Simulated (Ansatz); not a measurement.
Consider a (6,2) carbon nanotube.

Levels: PBE (plane waves to 420 eV, PAW; Ansatz, a quantum-chemistry and plane-wave program); r2SCAN (plane waves to 500 eV, PAW; Ansatz). Unmarked values and the geometry are of the first. Mesh 1×1×6. No spin polarisation. Periodic along z alone, with about 11 Å of vacuum beside it. An idealised model, rolled from the flat sheet. Only distortions within the start's symmetry and period were free. Buckling under compression is shut out by symmetry and the short period.

### Question
Predict its relaxed size, energy and electronic structure.

### Answer
period along the axis (104 atoms): 15.404 Å
mean diameter: 5.75 Å
energy over the flat sheet: +242 meV/atom
PBE gap: 0.66 eV, indirect, from k = 0.062 × 2π/c to the zone edge
electron mass along the axis (PBE): 0.19 mₑ
hole mass along the axis (PBE): 0.11 mₑ
valence and conduction edges under the vacuum level (PBE): 4.88 and 4.21 eV
r2SCAN gap at this geometry: 0.73 eV
axial stiffness dF/dε: 592 nN
